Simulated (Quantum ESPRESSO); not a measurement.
Converging shifted k-point meshes: Ca (Fm-3m, 1 atom in the cell)

```
CELL_PARAMETERS angstrom
      0.00000     2.79837     2.79837
      2.79837     0.00000     2.79837
      2.79837     2.79837     0.00000
ATOMIC_POSITIONS crystal
  Ca 0.00000 0.00000 0.00000
```

Method: PBEsol, PseudoDojo standard norm-conserving (PBESOL) pseudopotentials (plane waves; Quantum ESPRESSO).

Base settings: ecutwfc = 70 Ry; occupations = smearing; smearing = gauss; degauss = 0.0073499 Ry; potentials = {Ca: Ca.upf}; K_POINTS = automatic 10 10 10 0 0 0; conv_thr = 1e-09 Ry.

Only quantities that move along the ladder and can be compared are tabulated.

The count of work is k-points × plane waves × bands × iterations; it is no time. Core times come from one kind of shared machine, to one figure; runs under 30 s give none.

The starting cell has typed, rounded lattice constants, without a prior relaxation at this level. Its lattice was rescaled by up to half a per cent.

Steps (K_POINTS): automatic 2 2 2 1 1 1; automatic 3 3 3 1 1 1; automatic 4 4 4 1 1 1; automatic 5 5 5 1 1 1; automatic 6 6 6 1 1 1; automatic 7 7 7 1 1 1; automatic 8 8 8 1 1 1; automatic 9 9 9 1 1 1; automatic 10 10 10 1 1 1; automatic 11 11 11 1 1 1; automatic 12 12 12 1 1 1; automatic 13 13 13 1 1 1; automatic 15 15 15 1 1 1; automatic 16 16 16 1 1 1; automatic 18 18 18 1 1 1; automatic 20 20 20 1 1 1; automatic 22 22 22 1 1 1; automatic 24 24 24 1 1 1; automatic 27 27 27 1 1 1; automatic 30 30 30 1 1 1.

### Question
What is the coarsest K_POINTS that holds the free energy within 5 meV/atom of the last step, with all finer ones?

### Answer
automatic 5 5 5 1 1 1, at 0.0077 of the last step's count of work; the step before is off by 8.4 meV/atom.

### Question
What is the coarsest K_POINTS that holds the pressure within 0.2 GPa of the last step, with all finer ones?

### Answer
automatic 3 3 3 1 1 1, at 0.0024 of the last step's count of work; the step before is off by 0.42 GPa.

| K_POINTS | free energy less the last step's (meV/atom) | pressure (GPa) | count of work / last | core time / last (rough) |
|---|---|---|---|---|
| automatic 2 2 2 1 1 1 | -47.11 | -0.82 | 0.00080 | – |
| automatic 3 3 3 1 1 1 | 52.21 | -1.18 | 0.0024 | – |
| automatic 4 4 4 1 1 1 | 8.40 | -1.35 | 0.0040 | – |
| automatic 5 5 5 1 1 1 | -2.03 | -1.29 | 0.0077 | – |
| automatic 6 6 6 1 1 1 | 0.73 | -1.24 | 0.011 | – |
| automatic 7 7 7 1 1 1 | -1.05 | -1.25 | 0.018 | – |
| automatic 8 8 8 1 1 1 | -0.02 | -1.24 | 0.024 | – |
| automatic 9 9 9 1 1 1 | 0.12 | -1.24 | 0.034 | – |
| automatic 10 10 10 1 1 1 | 0.06 | -1.24 | 0.044 | – |
| automatic 11 11 11 1 1 1 | 0.15 | -1.24 | 0.059 | – |
| automatic 12 12 12 1 1 1 | -0.03 | -1.24 | 0.073 | 0.1 |
| automatic 13 13 13 1 1 1 | -0.03 | -1.24 | 0.093 | 0.09 |
| automatic 15 15 15 1 1 1 | -0.02 | -1.24 | 0.14 | 0.1 |
| automatic 16 16 16 1 1 1 | 0.01 | -1.24 | 0.16 | 0.2 |
| automatic 18 18 18 1 1 1 | 0.01 | -1.24 | 0.23 | 0.2 |
| automatic 20 20 20 1 1 1 | 0.00 | -1.24 | 0.31 | 0.3 |
| automatic 22 22 22 1 1 1 | 0.00 | -1.24 | 0.41 | 0.4 |
| automatic 24 24 24 1 1 1 | 0.00 | -1.24 | 0.52 | 0.5 |
| automatic 27 27 27 1 1 1 | 0.00 | -1.24 | 0.74 | 0.7 |
| automatic 30 30 30 1 1 1 | 0.00 | -1.24 | 1.0 | 1 |
